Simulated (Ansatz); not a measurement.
**CH3 on the 1x1 (0001) surface of hcp Re, one in a 2x2 cell, started at the site 'hollow Re-Re-Re'**

Calculation: PBE (plane waves to 420 eV, PAW; Ansatz, a first-principles code).

Model: 20-atom slab, 6.5 Å thick at the start under the adsorbate (thin: gaps and levels are the slab's own), 6x6x1 mesh, Fermi-Dirac 0.1 eV, dipole correction, 8 atoms held, the rest relaxed; symmetry of the start imposed; no spin, no spin-orbit, no U, no dispersion correction. At the end it is bonded to 3 Re. In PBE this state lies 0.14 eV over the lowest of the starts that converged ('hollow Re-Re-Re over Re at depth 2.1 Å').

```yaml
adsorption energy against CH4(g) − ½ H2(g): 0.23 eV
work_function_of_the_top_face: 3.68 eV
change_of_the_work_function: -1.28 eV
change_of_the_step_from_the_bottom_to_the_top_vacuum_level_against_the_clean_slab: -1.27 eV
energy_released_by_relaxation: 0.55 eV
height of the binding atom over the mean of the host atoms within 0.3 Å of the top one: 1.714 Å
nearest_host_atoms_of_the_binding_atom: Re at 2.34 Å, Re at 2.34 Å, Re at 2.34 Å
largest_move_of_a_host_atom: 0.04 Å
cost: very roughly 9 core-minutes
```

A negative adsorption energy means that the adsorbate is more stable on the surface than in its reference.
